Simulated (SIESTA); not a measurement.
How far to go with shifted k-point meshes: InP (R3m, 2 atoms in the cell)

```yaml
crystal:
  lattice:
    - [0.00000, 2.92619, 2.92619]
    - [2.92619, 0.00000, 2.92619]
    - [2.92619, 2.92619, 0.00000]
  atoms:
    - { symbol: In, position: [0.00493, 0.00493, 0.00493] }
    - { symbol: P, position: [0.25000, 0.25000, 0.25000] }
```

Level of theory: SIESTA with LDA PW92, numerical atomic orbitals DZP, PseudoDojo LDA standard norm-conserving potentials (rewritten from UPF to PSML).

Base settings: XC.functional = LDA; XC.authors = PW92; potentials = PseudoDojo LDA standard; PAO.BasisSize = DZP; PAO.EnergyShift = 0.01 Ry; MeshCutoff = 350 Ry; kgrid.MonkhorstPack = 7 7 7; OccupationFunction = FD; ElectronicTemperature = 20 meV; MaxSCFIterations = 150.

Shifted meshes do not hold Γ, so a gap read on them misses any band edge there.

Only quantities that move along the ladder and can be compared are tabulated.

Core times come from one kind of shared machine, to one figure; runs under 30 s give none.

The starting cell has typed, rounded lattice constants, without a prior relaxation at this level. Its lattice was rescaled by up to half a per cent. One atom was moved a little off its site on purpose. Values carry the incompleteness of an atom-centred basis.

```csv
kgrid.MonkhorstPack,free energy less the last step's (meV/atom),largest difference of a force vector from the last step's (eV/Å),gap on the mesh (eV),core time / last (rough)
2 2 2 shifted by 0.5 0.5 0.5,50.72,0.590,2.199,–
3 3 3 shifted by 0.5 0.5 0.5,4.70,0.133,1.720,–
4 4 4 shifted by 0.5 0.5 0.5,0.64,0.028,1.709,–
5 5 5 shifted by 0.5 0.5 0.5,0.13,0.003,1.559,–
6 6 6 shifted by 0.5 0.5 0.5,0.07,0.002,1.413,–
7 7 7 shifted by 0.5 0.5 0.5,0.05,0.002,1.284,0.1
8 8 8 shifted by 0.5 0.5 0.5,0.04,0.002,1.186,–
9 9 9 shifted by 0.5 0.5 0.5,0.03,0.001,1.108,0.1
10 10 10 shifted by 0.5 0.5 0.5,0.02,0.001,1.046,0.2
11 11 11 shifted by 0.5 0.5 0.5,0.01,0.001,0.996,0.2
13 13 13 shifted by 0.5 0.5 0.5,0.01,0.000,0.921,0.3
14 14 14 shifted by 0.5 0.5 0.5,0.00,0.000,0.893,0.3
15 15 15 shifted by 0.5 0.5 0.5,0.00,0.000,0.869,0.4
17 17 17 shifted by 0.5 0.5 0.5,0.00,0.000,0.830,0.4
19 19 19 shifted by 0.5 0.5 0.5,0.00,0.000,0.802,0.8
21 21 21 shifted by 0.5 0.5 0.5,0.00,0.000,0.780,1
```

Coarsest kgrid.MonkhorstPack that holds the free energy within 1 meV/atom of the last step, with all finer ones: 4 4 4 shifted by 0.5 0.5 0.5; the step before is off by 4.7 meV/atom.

Coarsest kgrid.MonkhorstPack that holds the forces within 0.02 eV/Å of the last step, with all finer ones: 5 5 5 shifted by 0.5 0.5 0.5; the step before is off by 0.028 eV/Å.
